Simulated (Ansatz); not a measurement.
Consider SnO₂ in the rutile structure (space group P4_2/mnm, No. 136; a = 4.7692 Å, c = 3.2120 Å).

Method: PBEsol/PAW in Ansatz (a quantum-chemistry and plane-wave program), no spin-orbit coupling.

For the base:

| Property | Result |
|---|---|
| Band gap | 0.92 eV |
| Lattice parameter a | 4.769 Å |

Now apply this change: cell and atoms relaxed at a pressure of 9 GPa.

Task: Predict the new band gap.

Result: The band gap grows by 0.45 eV to 1.37 eV.

Task: What happens to the lattice parameter a?

Result: The lattice parameter a decreases by 0.0836 Å, from 4.769 Å to 4.686 Å.

Load acts through the strain it causes; cell and atoms are relaxed under it. Stability against distortions was not tested. No other phases were tried under pressure.
